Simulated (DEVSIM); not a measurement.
Structure: Au/Al2O3/p-Ge capacitor, at 250 K.

```
layer (left to right)  material  thickness (nm)  Na (cm⁻³)
---------------------  --------  --------------  ---------
1                         Al2O3            2.30          -
2                            Ge             430     3.8e17
```

Metal gate on the left, work function 5.1 eV. Fixed charge at the semiconductor interface -2.2e11 cm⁻² (in units of +e); no interface traps.

The device is made up for the run: typed textbook-type constants, with dimensions and the other settings drawn at random. Values at 300 K; Nc and Nv go as T^1.5, mobilities as T to minus their exponent, the gap by Varshni's rule with the affinity fixed.

```
parameter         Al2O3        Ge
----------------  -----  --------
gap (eV)            6.8     0.664
affinity (eV)      1.35         4
permittivity          9        16
Nc (cm⁻³)             -   1.04e19
Nv (cm⁻³)             -      6e18
Varshni α (eV/K)      -  0.000477
Varshni β (K)         -       235
```

Model (solved in DEVSIM): 1D Poisson equation in equilibrium, Boltzmann statistics, complete ionisation; no quantum confinement or tunnelling. Metal contacts follow the ideal Schottky-Mott rule: no Fermi-level pinning, no interface dipoles.

Tabulate band edges, carrier densities and field at 0.95 V on the gate.

Energies count from the Fermi level of the right contact; mesh points crowd at the junctions.

```tsv
x (μm)	Ec (eV)	Ev (eV)	n (cm⁻³)	p (cm⁻³)	field (V/cm)
0.000	2.800	-4.000	< 1e2	< 1e2	360000
0.0006329	2.823	-3.977	< 1e2	< 1e2	360000
0.001227	2.845	-3.955	< 1e2	< 1e2	360000
0.001849	2.867	-3.933	< 1e2	< 1e2	360000
0.002768	0.242	-0.441	1.1e14	5.9e9	180000
0.003936	0.262	-0.421	4.1e13	1.5e10	170000
0.005940	0.296	-0.387	8.6e12	7.2e10	160000
0.01089	0.372	-0.311	2.5e11	2.4e12	140000
0.01787	0.461	-0.222	4.1e9	1.5e14	110000
0.03082	0.570	-0.112	2.5e7	2.5e16	58000
0.05205	0.625	-0.058	2000000	3.1e17	6100
0.1045	0.629	-0.054	1600000	3.8e17	≈ 0
0.1784	0.629	-0.054	1600000	3.8e17	≈ 0
0.2792	0.629	-0.054	1600000	3.8e17	≈ 0
0.3600	0.629	-0.054	1600000	3.8e17	≈ 0
0.3906	0.629	-0.054	1600000	3.8e17	≈ 0
0.4085	0.629	-0.054	1600000	3.8e17	≈ 0
0.4189	0.629	-0.054	1600000	3.8e17	≈ 0
0.4263	0.629	-0.054	1600000	3.8e17	≈ 0
0.4293	0.629	-0.054	1600000	3.8e17	≈ 0
0.4311	0.629	-0.054	1600000	3.8e17	≈ 0
0.4323	0.629	-0.054	1600000	3.8e17	≈ 0
```
